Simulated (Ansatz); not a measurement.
```
CuAg3I4
1.0
    4.49656     0.00000     0.00000
    0.00000     4.56249     6.48197
    0.00000    -4.56249     6.48197
I Ag Cu
4 3 1
Cartesian
  2.24828   0.00000   7.91861
  0.00000   2.14376   4.96880
  0.00000  -2.14376   4.96880
  2.24828   0.00000   1.65560
  0.00000   0.00000  12.90597
  2.24828   2.20003   9.71349
  2.24828  -2.20003   9.71349
  0.00000   0.00000   6.49295
```

No spin polarisation.

Method: Kohn–Sham DFT with the r2SCAN functional, run in Ansatz (a program for electronic structure) with PAW and 500 eV plane waves, no spin-orbit coupling. Γ-centred 7×5×5 mesh, Fermi–Dirac width 0.05 eV.

Task: What gap character (in this cell's own zone, which can be folded) does the calculation give?

Result: Direct at Γ.

Task: Predict the electron mass.

Result: 0.19 mₑ (at Γ).

Task: What is the computed band gap?

Result: 1.53 eV.

These are small ordered cells, not random alloys; other orderings at the same x differ. With I present, leaving out spin-orbit coupling can change the band edges. Effective masses come from finite differences of ±0.01 Å⁻¹. No phonon test of stability was made. The final runs are not spin-polarised. The cell was made from CuI by this change: x(Ag) = 0.75, 8 atoms, Amm2.
